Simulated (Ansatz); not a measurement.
Consider KSrCl₃ in the cubic perovskite structure (space group Pm-3m, No. 221; a = 5.677 Å; a hypothetical phase, not in the database extracts checked). Axes: x, y, z lie along the cube axes.

(Cell as relaxed with PBE.)

Levels (all Ansatz, a quantum-chemistry and plane-wave program, PAW): PBE (420 eV, scalar-relativistic without spin-orbit coupling); r2SCAN (500 eV, no spin-orbit coupling).

Each level relaxes its own structure.

```
base                      PBE    r2SCAN
-------------------  --------  --------
volume per atom      36.59 Å³  35.81 Å³
lattice parameter a   5.677 Å   5.636 Å
band gap              4.44 eV   5.19 eV
```

Modification: strain tensor (xx, yy, zz, yz, xz, xy) = (−1.75, +0.12, −1.94, +0.54, −1.00, +0.29) %; the atoms relax in the strained cell.

| quantity | PBE | r2SCAN |
|---|---|---|
| pressure (mean of the normal stresses, compression positive) | 0.83 GPa | [?] |
| band gap | 4.49 eV | [?] |
| shortest interatomic distance | 2.783 Å | [?] |
| smallest direct gap | 4.69 eV | [?] |

### Question
What does r2SCAN give?

### Answer

- pressure (mean of the normal stresses, compression positive), r2SCAN: 0.91 GPa
- band gap, r2SCAN: 5.23 eV
- shortest interatomic distance, r2SCAN: 2.764 Å
- smallest direct gap, r2SCAN: 5.43 eV

PBE's pressure lies 0.08 GPa below r2SCAN's; PBE's band gap lies 0.74 eV below r2SCAN's; PBE's shortest interatomic distance lies 0.0198 Å above r2SCAN's (0.7 %); PBE's smallest direct gap lies 0.733 eV below r2SCAN's. Neither level is exact; r2SCAN is the comparison here, not a measurement.

Whether these cells are dynamically stable was not tested. Many cubic perovskites are stable only at high temperature; tilts and polar distortions were not tested.
